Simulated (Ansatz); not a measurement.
An ideal cubic perovskite cell is held by its symmetry; such compounds can tilt or shift off centre at room temperature. The starting structures come from a database of crystals and need not be the phases stable at ambient conditions.

The first run of each system starts from parallel moments on all its atoms from V to Ni; any other order comes from its own run or couplings.

Consider the following.

```xyz
5
Lattice="4.1817 0.0000 0.0000 0.0000 4.1817 0.0000 0.0000 0.0000 4.1817" Properties=species:S:1:pos:R:3 pbc="T T T"
Rb     0.0000     0.0000     0.0000
V      2.0908     2.0908     2.0908
F      0.0000     2.0908     2.0908
F      2.0908     0.0000     2.0908
F      2.0908     2.0908     0.0000
```

Space group of this cell: Pm-3m, cubic perovskite. The cell is taken as given.

Signs of the converged moments (0: under 0.4 μB), in the order of the atoms: 0 + 0 0 0.

Computed with PBEsol+U (plane waves, PAW; Ansatz, a quantum-chemistry and plane-wave program).

Files: default PAW set, 420 eV.

Couplings at constrained moments on a 6×6×6 mesh, U_eff V 3.25 eV. Fermi-Dirac width 0.05 eV. 

The moments are then reversed from cell to cell at q = (0.5, 0.5, 0.5) of this cell's reciprocal vectors.

Question: How does the energy change, and is the new order stable?

Answer: It shrinks by 33 meV a cell of 5 atoms (meshes of like density). The new order is stable against small rotations, with a Tyablikov temperature of 84 K.
